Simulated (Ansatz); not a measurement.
L1₂ (Cu3Au-type) Ni3Fe, treated with revPBE in Ansatz (PAW).

Numerical settings: plane-wave cutoff 520 eV, 16×16×16 k mesh, Fermi–Dirac smearing 0.05 eV, spin-polarised with parallel moments, scalar-relativistic PAW data made under PBE.

Equation-of-state points:

| V (Å³/atom) | E − E_lowest (meV/atom) | P (GPa) |
|---|---|---|
| 10.687 | 26.12 | 13.03 |
| 10.914 | 11.14 | 8.17 |
| 11.142 | 2.67 | 3.85 |
| 11.369 | 0.00 | -0.01 |
| 11.596 | 2.50 | -3.45 |
| 11.824 | 9.60 | -6.50 |
| 12.051 | 20.78 | -9.21 |

Fit the third-order Birch–Murnaghan equation and give B0 and B′.

V0 = 11.368 Å³/atom, B0 = 182 GPa, B′ = 4.8 (fit to the energies at full precision).

Computed values are for the static lattice.

Computing time: very roughly 9 core-minutes.

Ansatz is a first-principles code.
